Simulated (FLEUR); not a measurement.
Band structure of TcRu (P-6m2, 2 atoms in the cell).

```
CELL_PARAMETERS angstrom
      2.77663     0.00000     0.00000
     -1.38832     2.40463     0.00000
      0.00000     0.00000     4.39483
ATOMIC_POSITIONS crystal
  Tc 0.00000 0.00000 0.00000
  Ru 0.33333 0.66667 0.50000
```

Method: PBEsol, all-electron FLAPW (FLEUR), scalar-relativistic valence.

Settings: Kmax = 4.3 1/bohr; GmaxXC = 17.2 1/bohr; xcFunctional = PBEs; jspins = 1; l_soc = F; mode = hist; fermiSmearingEnergy = 0.00499791 Htr; mesh (inpgen div1-3) = 11 11 6; inpgen gamma flag = true; Gmax = 17.2 1/bohr; numbands = 0; maxIterBroyd = 99; imix = Anderson; alpha = 0.05.

The starting cell comes from a database of computed structures (which also holds hypothetical and non-ambient phases and stackings), without a prior relaxation at this level. Its lattice was rescaled by a random factor within 2.5 % of one. Spin polarisation is off. Values depend on the basis (sphere radii, cutoffs, local orbitals), which need not be converged.

Levels in eV from the Fermi level, bands 12 to 19:
| point | 12 | 13 | 14 | 15 | 16 | 17 | 18 | 19 |
|---|---|---|---|---|---|---|---|---|
| Γ | -1.79 | -1.18 | -1.18 | -0.86 | -0.86 | 1.39 | 1.80 | 1.80 |
| M | -1.51 | -1.42 | -0.93 | 1.52 | 2.46 | 2.80 | 4.27 | 6.25 |
| K | -2.43 | -2.04 | -0.51 | 1.41 | 1.66 | 1.96 | 7.03 | 7.09 |
| A | -2.30 | -1.99 | -1.98 | -1.98 | 0.79 | 0.79 | 1.45 | 1.45 |
| L | -0.86 | -0.11 | 0.58 | 1.08 | 1.62 | 2.81 | 3.40 | 3.76 |
| H | -2.38 | -1.93 | -0.65 | -0.54 | 1.51 | 1.99 | 8.00 | 8.73 |
